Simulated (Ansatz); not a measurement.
ZrB2 (model structure, P6₃/mmc, No. 194, 6 atoms in the cell): properties by level of theory

```json
[
 {"level (code)": "LDA (Ansatz)", "lattice parameter a (Å)": "3.028", "c axis length (Å)": "8.448", "cohesive energy (eV/atom)": "7.41"},
 {"level (code)": "PBEsol (Ansatz)", "lattice parameter a (Å)": "3.053", "c axis length (Å)": "8.493", "cohesive energy (eV/atom)": "6.89"},
 {"level (code)": "PBE-D3(BJ) (Ansatz)", "lattice parameter a (Å)": "3.046", "c axis length (Å)": "8.494", "cohesive energy (eV/atom)": "6.73"},
 {"level (code)": "r²SCAN (Ansatz)", "lattice parameter a (Å)": "3.084", "c axis length (Å)": "8.530", "cohesive energy (eV/atom)": "6.18"}
]
```

Ansatz's density-functional and Hartree–Fock values are scalar-relativistic unless marked +SOC, with PAW data made under PBE.

Free atoms are spin-polarised, in the lowest state found; at levels without +SOC their spin–orbit coupling is left out.

Computed values are for the static lattice.

A model structure was made by putting elements into a prototype or built by hand; it is no filed structure, need not be a known phase, and can be a saddle point held by its symmetry.

Ansatz is a quantum-chemistry and plane-wave program.
